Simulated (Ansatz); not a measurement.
Phonon-limited resistivity of ScIr₃ (Pm-3m) against temperature in μΩ·cm, Ansatz (a quantum-chemistry and plane-wave program) with PBEsol, DFPT electron-phonon coupling, linearised Boltzmann equation, harmonic crystal at a fixed cell.

```tsv
T	ρ
50 K	1.15
77 K	…
100 K	…
150 K	8.7
200 K	12.1
250 K	15.4
273 K	16.9
300 K	18.6
350 K	22
400 K	25
500 K	31
600 K	37
800 K	48
```

**Question.** Some entries are withheld; supply them.

**Answer.** 
- 77 K, ρ: 3.2
- 100 K, ρ: 5.0

A metal at this level (no band gap). Only scattering by harmonic phonons is included (no impurities, grain boundaries, electron-electron scattering or thermal expansion). Spin-orbit coupling is left out, which matters with elements this heavy. Halving the electron mesh (24x24x24) moves the resistivity by up to 4 %. Smearing 0.20 eV; phonons on a 4x4x4 q mesh, which this run doesn't test and which matters most at low temperature.

Computed structure with no diffraction record at hand here (it may be known, metastable or hypothetical): ScIr3 (Pm-3m).
